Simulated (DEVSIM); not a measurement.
Device: abrupt Si n-p junction, at 400 K.

```csv
layer (left to right),material,thickness (μm),Nd (cm⁻³),Na (cm⁻³),τn (s),τp (s)
1,Si,16.0,9.4e15,-,1.2e-6,1.2e-6
2,Si,100,-,8.4e14,1.2e-6,1.2e-6
```

Left contact: ohmic. Right contact: ohmic. Voltage is applied to the left contact. Recombination: SRH at mid-gap, Auger. Gap narrowing is on: ΔEg = 6.92 meV × (l + √(l² + 0.5)), l = ln(N/1.3e17 cm⁻³), shared equally by both band edges. Mobility is constant in doping. Where it depends on doping, it is μmin + (μ − μmin)/(1 + (N/Nref)^α).

This is a model device: material constants are rounded textbook-type values typed into the input, and sizes, dopings and lifetimes were drawn at random. Values at 300 K; Nc and Nv go as T^1.5, mobilities as T to minus their exponent, the gap by Varshni's rule with the affinity fixed. The table also holds parameters that only a changed run uses.

| parameter | Si |
|---|---|
| gap (eV) | 1.124 |
| affinity (eV) | 4.05 |
| permittivity | 11.7 |
| Nc (cm⁻³) | 2.86e19 |
| Nv (cm⁻³) | 3.1e19 |
| μn (cm²/Vs) | 1417 |
| μp (cm²/Vs) | 470 |
| μn,min | 52 |
| μp,min | 45 |
| Nref,n | 9.7e16 |
| Nref,p | 2.2e17 |
| αn | 0.68 |
| αp | 0.72 |
| T exponent of μn | 2.3 |
| T exponent of μp | 2.2 |
| Cn (cm⁶/s) | 2.8e-31 |
| Cp (cm⁶/s) | 9.9e-32 |
| Varshni α (eV/K) | 0.000473 |
| Varshni β (K) | 636 |

DEVSIM, 1D drift-diffusion, Boltzmann statistics, complete ionisation; no tunnelling, impact ionisation, image-force lowering or self-heating.

Base results: dark forward voltage at 1 A/cm² (V) 0.443; largest field in the device at zero bias (V/cm) 10000; potential step across the device at zero bias (V) 0.427.

### Question
What follows from this one change: doping Na of layer 2 8.4e+14 → 8.4e+13 cm^-3?

### Answer
dark forward voltage at 1 A/cm² 0.443 → 0.510 V; largest field in the device at zero bias 10000 → 6400 V/cm; potential step across the device at zero bias 0.427 → 0.348 V.

### Question
What follows from this one change: temperature 400 → 250 K?

### Answer
dark forward voltage at 1 A/cm² 0.443 → 0.726 V; largest field in the device at zero bias 10000 → 13000 V/cm; potential step across the device at zero bias 0.427 → 0.748 V.

### Question
What follows from this one change: minority lifetime in layer 2 1.2e-06 → 3.6e-06 s?

### Answer
dark forward voltage at 1 A/cm² 0.443 → 0.430 V; largest field in the device at zero bias little changed (10000 V/cm); potential step across the device at zero bias little changed (0.427 V).

### Question
What follows from this one change: thickness of layer 2 100 → 60 μm?

### Answer
dark forward voltage at 1 A/cm² 0.443 → 0.392 V; largest field in the device at zero bias little changed (10000 V/cm); potential step across the device at zero bias little changed (0.427 V).
